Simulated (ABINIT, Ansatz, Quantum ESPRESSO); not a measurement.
Code comparison for Sn (I4_1/amd, 2 atoms in the cell)

Self-consistent single point.

```yaml
crystal:
  lattice:
    - [-2.94984, 2.94984, 1.60458]
    - [2.94984, -2.94984, 1.60458]
    - [2.94984, 2.94984, -1.60458]
  atoms:
    - { symbol: Sn, position: [0.75000, 0.25000, 0.50000] }
    - { symbol: Sn, position: [0.00000, 0.00000, 0.00000] }
```

Shared settings, as Ansatz (a program for electronic structure) writes them: kpoints.mp_grid.grid = 9 9 9; magnetization.spin_orbit = true; scf.occupations.method = fermi_dirac; scf.occupations.width = 0.136 eV. Potentials and cutoffs stand in the table.

| code | model | pressure (GPa) | cutoff |
|---|---|---|---|
| Quantum ESPRESSO | PBE, spin-orbit coupling, PseudoDojo fully relativistic norm-conserving (PBE) pseudopotentials | 0.96 | 75 Ry |
| ABINIT | PBE, spin-orbit coupling, PAW (JTH v2.0 PBE PAW) | 0.81 | 20 Ha |
| Ansatz | PBE with spin-orbit coupling, PAW files | 0.94 | default |

The spread over the programs that give each value: pressure within 0.15 GPa.

Ansatz's pressure is given at a fixed set of plane waves, as the other plane-wave codes print theirs.

The starting cell comes from a database of computed structures (which also holds hypothetical and non-ambient phases and stackings), without a prior relaxation at this level. Its lattice was rescaled by a random factor within 2.5 % of one.

Left out of this page: Elk (with a known weakness of the program); FLEUR (failed or unconverged); SIESTA (not drawn, or without a comparable value).

Keys are those of Ansatz 0.2.
